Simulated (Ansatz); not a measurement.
Amorphous Ga$_{24}$O$_{37}$Mg

The cell was made by melting and quenching with the CHGNet potential and then relaxed with DFT. O atoms were pushed apart under 1.9 Å during the dynamics, to hinder bonds among them. The hot cell started wider than the set density and was brought back towards it in steps. It is the lowest in DFT energy of 2 quenches. It is a model cell: composition and starting density were chosen by hand, and all elements were melted together. No dispersion term was used.

Methods: PBE, scalar-relativistic without spin-orbit coupling (Ansatz, a quantum-chemistry and plane-wave program); r2SCAN, scalar-relativistic without spin-orbit coupling (Ansatz); HSE06, scalar-relativistic without spin-orbit coupling (Ansatz). Geometry, pressure, stress and energy are those of the PBE run. Its sampling: a 2×2×2 Γ-centred mesh; Fermi-Dirac width 0.02 eV; no spin polarisation. Other functionals are single points at the zone centre (r2SCAN at 500 eV; exact exchange cut at the cell's faces), free to take moments where seeds were set. At PBE the levels at the filled edge of the gap are localised (band-tail or defect states), and the nearest spread-out levels lie 1.8 eV apart at the zone centre.

The number of atoms in the cell comes out as 62. The density (held, not predicted) comes out as 4.94 g/cm³ and the volume per atom comes out as 12.41 Å³. The pressure on a 2×2×2 Γ-centred mesh comes out as -5.5 kbar. The largest force and stress component on that mesh (the relaxation ran on the zone centre alone) is 0.07 eV/Å and 2.6 GPa and the energy relative to beta Ga2O3 + rock-salt MgO (lowest mix at this level among the phases computed, not always the ambient ones) is 129 meV/atom. The level gap on a 2×2×2 Γ-centred mesh (PBE) is 1.54 eV and the level gap at the zone centre (PBE) is 1.53 eV. The level gap at the zone centre (r2SCAN) comes out as 2.07 eV and the level gap at the zone centre (HSE06) comes out as 3.22 eV.

Bonds are counted up to Ga-Ga 2.68 Å, Ga-O 2.60 Å, Ga-Mg 2.94 Å, O-O 1.58 Å, O-Mg 2.48 Å, Mg-Mg 3.19 Å. Two cations that share two anions don't count as bonded, nor two that share one unless they lie closer than Ga-Ga 2.61 Å, Ga-Mg 2.86 Å, Mg-Mg 3.10 Å.

The mean coordination of Ga by anions is 4.67 (12 with 4, 8 with 5, 4 with 6). The mean coordination of O is 3.14 (3 with 2, 26 with 3, 8 with 4) and the mean coordination of Mg by anions is 4.00 (1 with 4). The mean Ga-O bond comes out as 1.965 Å (spread 0.158 Å, 112 counted) and the mean O-Mg bond comes out as 2.013 Å (spread 0.068 Å, 4 counted).

Its density started from a set value of 4.94 g/cm³. The simulated quench (nominally 220 K/ps over its main leg) is rapid and tends to freeze in more defects than a deposited or slowly cooled glass has. One small periodic cell is one sample of the glass; other quenches scatter about these values. The volume was held where the preparation left it, at a PBE pressure of -0.5 GPa (tension). Stress components on the final sampling reach 2.6 GPa.
